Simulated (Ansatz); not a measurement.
Consider CsSnI3 in the cubic perovskite structure (space group Pm-3m, No. 221; a = 6.131 Å). Axes: x, y, z lie along the cube axes.

The values are results of PBEsol in Ansatz (plane waves to 420 eV, PAW, no spin-orbit coupling), not measurements.

Before the change:

```
Quantity    Value
--------  -------
Band gap  0.10 eV
```

The change: tensile biaxial strain of 2.40 % in the plane normal to [001], as in epitaxy on a mismatched substrate; the out-of-plane cell vector and the atoms relax.

How does this affect the in-plane stress?

The mean in-plane stress (compression positive) is -1.0 GPa.

Estimate the effect on the out-of-plane strain.

The out-of-plane strain comes out as -0.50 %.

Predict the new band gap.

The band gap rises by 0.12 eV to 0.22 eV.

Spin-orbit coupling, missing from the scalar runs, can matter with I. Stability against distortions was not tested. Many cubic perovskites are stable only at high temperature; tilts and polar distortions were not tested. A zero or small gap of CsSnI3 can be the functional's error rather than a property of the material.

Ansatz is an electronic-structure program.
